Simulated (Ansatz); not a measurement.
# Cs2SnI6 under a change: biaxial strain −0.38 %, plane normal [001], relaxed out of plane

Base system: Cs2SnI6 (space group Fm-3m, No. 225; a = 11.550 Å). Axes: x, y, z lie along the cube axes.

Modification: biaxial strain −0.38 %, plane normal [001], relaxed out of plane (Cartesian); in-plane vectors clamped, the third vector and the atoms free.

Computed with Ansatz (a program for electronic structure) PBEsol, no spin-orbit coupling. Γ-centred 7×7×7 mesh, Fermi–Dirac width 0.05 eV.

```json
[
 {"quantity": "volume per atom", "base": "42.80 Å³", "changed": "42.68 Å³", "shift": "-0.12 Å³"},
 {"quantity": "shortest interatomic distance", "base": "2.870 Å", "changed": "2.868 Å", "shift": "-0.002 Å"},
 {"quantity": "energy relative to the base (free energy F)", "base": "0 meV/atom", "changed": "+0.1 meV/atom", "shift": "+0.1 meV/atom"},
 {"quantity": "pressure (mean of the normal stresses, compression positive)", "base": "0.0 GPa", "changed": "0.0 GPa", "shift": "0.0 GPa"},
 {"quantity": "band gap", "base": "zero", "changed": "zero", "shift": "–"},
 {"quantity": "out-of-plane strain (rough)", "base": "–", "changed": "+0.48 %", "shift": "–"},
 {"quantity": "mean in-plane stress (compression positive) (rough)", "base": "–", "changed": "+0.1 GPa", "shift": "–"}
]
```

Without a gap, meshes like the base's 7×7×7 leave anisotropic stresses uncertain by several tenths of a GPa, and small strain energies with them. Spin-orbit coupling, missing from the scalar runs, can matter with I. No phonon test of stability was made. All final runs are without spin polarisation. A zero or small gap of Cs2SnI6 can be the functional's error rather than a property of the material.
